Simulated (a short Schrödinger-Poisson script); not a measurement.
Structure: symmetric double-gate stack, SiO2 on p-type InP, at 300 K.

```tsv
layer	material	thickness (nm)	Na (cm⁻³)
1	SiO2	1.9	-
2	InP	10	7e15
3	SiO2	1.9	-
```

Constants are typed, rounded textbook-type inputs, not results; the design itself was drawn at random and stands for no fabricated device. SiO2: permittivity 3.9, conduction-band edge (eV) 3.48, gap (eV) 9, electron mass (mₑ) 0.5. InP: permittivity 12.5, conduction-band edge (eV) 0, gap (eV) 1.344, Nv at 300 K (cm⁻³) 1.1e19.

Channel valleys (confinement mass, in-plane density-of-states mass, number): Γ 0.08, 0.08, 1. At the gates, both at one voltage, the conduction-band edge of layer 1 lies 3.49 eV − eVg above the Fermi level of the channel. Gaps are held at their typed values at every temperature. Mesh 0.03 nm at interfaces.

Solved with a short Schrödinger-Poisson script written for these runs: 1D Poisson equation in equilibrium, electrons quantum, Hartree (BenDaniel-Duke, 12 states a valley, the channel's in-plane mass for all, wave functions free to enter the dielectric), parabolic valleys, classical holes, full ionisation, no traps, pinning or gate leakage.

The same stack at other levels of the model or other numerical settings:

```csv
run,sheet density of all electrons at Vg = 1.5 V (cm⁻²),sheet density of all electrons at Vg = 0.3 V (cm⁻²),capacitance of both gates at Vg = 1.5 V (μF/cm²),rough cost against the base
base,2.04e13,2.95e12,2.52,about 1
"electrons treated as classical, Boltzmann",2.96e13,4.58e12,3.49,0.07
"electrons treated as classical, Fermi-Dirac",2.12e13,3.48e12,2.49,0.2
"electrons treated as quantum, Hartree plus LDA exchange-correlation",2.09e13,3.17e12,2.55,2
mesh six times as coarse,2.02e13,2.91e12,2.51,0.3
```

The classical rows ignore confinement, and Boltzmann statistics overrate the density once the band edge passes the Fermi level.

Above a few 1e12 electrons/cm² a light Γ valley is non-parabolic and upper valleys begin to fill, which the model leaves out.
